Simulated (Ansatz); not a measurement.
# Worked sum: formation energy of the neutral Pb_i + 2 V_Si in Si (diamond, Fd-3m)

This concerns the formation energy of the neutral Pb_i + 2 V_Si in Si (diamond, Fd-3m). Reaction: 62 Si (diamond) + Pb (fcc) → cell A.

A: a supercell of 64 sites of Si (diamond, Fd-3m) with two empty Si sites amid 4 Si; Pb off the lattice sites (6 Si at 2.90 Å); the closest two of these centres are 1.2 Å apart, the farthest 2.3 Å; spin state with PBE: no moments.

Method: Ansatz (a quantum-chemistry and plane-wave program), PAW, neutral cells at 0 K with nuclei at rest, on structures from PBE+D3(BJ). Ansatz runs with its default PAW set. Other levels take these structures. The lattices are those relaxed with PBE+D3(BJ), so at other levels the solids can be strained, which adds to the spread. Larger cells are relaxed from a start prepared with the learned potential CHGNet till forces fall under 0.03 eV/Å, which some starts already meet. The PAW files were made for PBE and serve at the other functionals too. Space groups of crystals are read within 0.01 Å. Spin-orbit coupling is left out. The cell is small for its defects, so this is an ordered compound on the host's lattice rather than an isolated defect.

Total energies of the cells in eV, at zero smearing width. They compare only within one column; the weights balance every element.

| cell | atoms | weight | r2SCAN+D4 | LDA |
|---|---|---|---|---|
| A: Si:Pb_i + 2 V_Si | 63 | +1 | -51546.81553 | -49335.18271 |
| Si (diamond) | 64 | −31/32 | -40907.72420 | -38953.26903 |
| Pb (fcc) | 1 | −1 | -11920.99146 | -11602.34514 |

r2SCAN+D4: (-51546.81553) − 31/32 × (-40907.72420) − (-11920.99146) = 3.534 eV.

LDA: (-49335.18271) − 31/32 × (-38953.26903) − (-11602.34514) = 3.142 eV.
